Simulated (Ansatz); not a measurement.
# A self-consistent single point of CaPb3 (P4mm, 4 atoms in the cell) with Ansatz

Method of the run: PBEsol, default PAW files made with PBE (plane waves; Ansatz, a first-principles code).

This input was run:

Ansatz 0.2 input:
```yaml
crystal:
  lattice:
    - [4.90276700, 0.00000000, 0.00000000]
    - [0.00000000, 4.90276700, 0.00000000]
    - [0.00000000, 0.00000000, 4.90276700]
  atoms:
    - { symbol: Ca, position: [0.00000000, 0.00000000, 0.01019800] }
    - { symbol: Pb, position: [0.00000000, 0.50000000, 0.50000000] }
    - { symbol: Pb, position: [0.50000000, 0.00000000, 0.50000000] }
    - { symbol: Pb, position: [0.50000000, 0.50000000, 0.00000000] }
basis:
  ecutwfc: 420.0 eV
kpoints:
  mp_grid: { grid: [5, 5, 5] }
hamiltonian:
  xc: pbesol
  pseudopotentials: { kind: paw }
scf:
  occupations: { method: gaussian, width: 0.1 eV }
output:
  forces: true
  eigenvalues: true
  stress: true
```

Output, abridged:

```
WARN ansatz: RAYON_NUM_THREADS=1 ignored (pool sized by the plan → 1); use --threads N
Pseudopotentials: kind: paw
Pseudopotential: Ca, paw, valence charge 10
Pseudopotential: Pb, paw, valence charge 14
Crystal: 4 atoms, lattice volume = 117.848 Å³
Basis set: ecut = 420 eV, 2325 PW (Γ), exchange–correlation on 72×72×72 points (8 copies of the dense FFT grid, shifted against one another)
Bands: 32, of which v1, the nominal top of the filled ones, is band 26 counted from 1 (25 counted from 0)
Symmetry: 8 space group operations
Space group: P4mm (ITA 99), of the structure as read, at distance tolerance 4.9e-5 Å
k-points: 18 of 125 (time reversal used)
PAW frozen core: Ca, regenerated for the run's functional, and the local potential with it
PAW frozen core: Pb, regenerated for the run's functional, and the local potential with it
Initial density: superposition of atomic densities (neutral atoms: chi_scale 0, normalization atom), corrected by the library's trained network
Initial wavefunctions: pseudopotential atomic-orbital guess
Eigensolver: davidson
Functional: x = pbesol(κ = 0.804, μ = 0.12345679012345678), c = pbesol(β = 0.046)
SCF iter   1: F=—  HF=-37059.857418 eV  |F-HF|=—  |Δ(HF+E_count)|=         —  Δρ=2.96e-3  dr2=1.74e-2  ethr=1.77e-3  ⟨swp⟩=9.8  Hψ=3248  notcnv=0
all-band conjugate gradients solve this SCF's bands
preconditioner: auto → Resta (q_TF=auto, 2.381 Å⁻¹)
SCF iter   2: F=—  HF=-37059.853739 eV  |F-HF|=—  |Δ(HF+E_count)|=   3.68e-3  Δρ=1.24e-3  dr2=2.11e-3  ethr=3.35e-5  ⟨swp⟩=2.2  Hψ=1170  notcnv=0  defer=11
SCF iter   3: F=—  HF=-37059.853235 eV  |F-HF|=—  |Δ(HF+E_count)|=   5.04e-4  Δρ=2.78e-4  dr2=9.98e-5  ethr=4.06e-6  ⟨swp⟩=2.7  Hψ=1018  notcnv=0  defer=11
SCF iter   4: F=—  HF=-37059.853248 eV  |F-HF|=—  |Δ(HF+E_count)|=   1.35e-5  Δρ=7.29e-5  dr2=8.97e-6  ethr=1.92e-7  ⟨swp⟩=1.9  Hψ=625  notcnv=0  defer=11
SCF iter   5: F=—  HF=-37059.853249 eV  |F-HF|=—  |Δ(HF+E_count)|=   3.57e-7  Δρ=1.58e-5  dr2=3.35e-7  ethr=1.73e-8  ⟨swp⟩=1.7  Hψ=618  notcnv=0  defer=13
SCF iter   6: F=-37059.853249 eV  HF=-37059.853249 eV  |F-HF|=3.47e-9  |Δ(HF+E_count)|=   8.27e-9  Δρ=2.46e-6  dr2=8.01e-9  ethr=1.92e-10  ⟨swp⟩=9.9  Hψ=2853  notcnv=0
SCF 1 converged in 6 iterations: F = -37059.853249 eV  dr2 = 8.01e-9
SCF converged after 6 iterations
Free energy (F): -37059.853249 eV
Harris-Foulkes:  -37059.853249 eV  (|F-HF|=3.47e-9)
Internal energy: -37059.834371 eV  (E = F + TS)
E sigma→0 (E₀):  -37059.843810 eV
Entropy (-TS):   -0.018877 eV (-4.719 meV/atom)
Fermi energy:    10.250911 eV
--- Per-component energies (eV) ---
  E_band       = -251.348745
  E_kinetic    = 1148.195209
  E_local      = -3800.484398  (includes V_loc(G=0)·N_el)
  E_nonlocal   = 1119.341037
  E_hartree    = 1463.290196
  E_xc         = -792.845318
  E_vxc        = -568.820199  (∫ρ·V_xc dr)
  E_paw        = -31606.681498  (= ΣΔE_a)
  E_vpaw       = -1076.163179  (= ΣTr[D̂ρ^β])
  E_aug_tail   = 0.000129  (compensation charges beyond the density's cutoff)
  E_ewald      = -4590.954874
  E_core_change = 0.305144  (= ΣΔE_core)
  E_smearing   = -0.018877  (= −TS)
  E_closure    = -0.000000  (closes the sum)
  Σ components = -37059.853249   (vs F -37059.853249, Δ=0.00e0)
--- Forces (eV/Å), atoms counted from 1 ---
  atom   1  Ca     0.00000000     0.00000000    -0.14189458
  atom   2  Pb     0.00000000     0.00000000     0.08293599
  atom   3  Pb     0.00000000     0.00000000     0.08293599
  atom   4  Pb    -0.00000000     0.00000000    -0.02396825
  max |Σ_I F_I| component: 9.15e-6 eV/Å
--- Stress (GPa, compression-positive) ---
       -0.753790       0.000000       0.000000
        0.000000      -0.753790       0.000000
        0.000000       0.000000      -0.763888
  P = ⅓ Tr σ = -0.7572 GPa (-7.572 kbar)
  The stress holds the Pulay correction. Without it, at fixed plane waves, as pw.x and ABINIT print it: P = -0.7723 GPa
--- Band table (eV; the first three rows and the last of 18) ---
  k-point 0: bands = ["-31.0210", "-12.1296", "-12.1296", "-12.1296", "-6.7314", "-6.7313", "-6.7313", "-6.7109", "-6.5789", "-6.5786", "-6.4811", "-6.4811", "-6.4806", "-6.4160", "-6.4158", "-6.3074", "-6.2799", "-6.2799", "-6.2799", "-0.8553", [...]
  k-point 1: bands = ["-31.0209", "-12.1343", "-12.1302", "-12.1302", "-6.7251", "-6.6929", "-6.6929", "-6.6842", "-6.5737", "-6.5543", "-6.4869", "-6.4798", "-6.4798", "-6.4370", "-6.4155", "-6.3278", "-6.3245", "-6.3245", "-6.2799", "-0.6155", [...]
  k-point 2: bands = ["-31.0208", "-12.1417", "-12.1311", "-12.1311", "-6.7142", "-6.6258", "-6.5921", "-6.5921", "-6.5628", "-6.4995", "-6.4979", "-6.4892", "-6.4848", "-6.4848", "-6.4283", "-6.4283", "-6.4162", "-6.3751", "-6.2799", "0.0269", [...]
  k-point 17: bands = ["-31.0204", "-12.1375", "-12.1363", "-12.1363", "-6.6438", "-6.6185", "-6.6183", "-6.6086", "-6.5921", "-6.5921", "-6.5696", "-6.4747", "-6.4501", "-6.4498", "-6.4454", "-6.4452", "-6.3350", "-6.3349", "-6.3062", "1.5966", [...]
```

The run converged in 6 iterations.

The starting cell comes from a database of computed structures (which also holds hypothetical and non-ambient phases and stackings), without a prior relaxation at this level. Its lattice was rescaled by up to half a per cent. One atom was moved a little off its site on purpose. Spin-orbit coupling is off. Ansatz's pressure includes its estimate of the finite-basis (Pulay) stress.
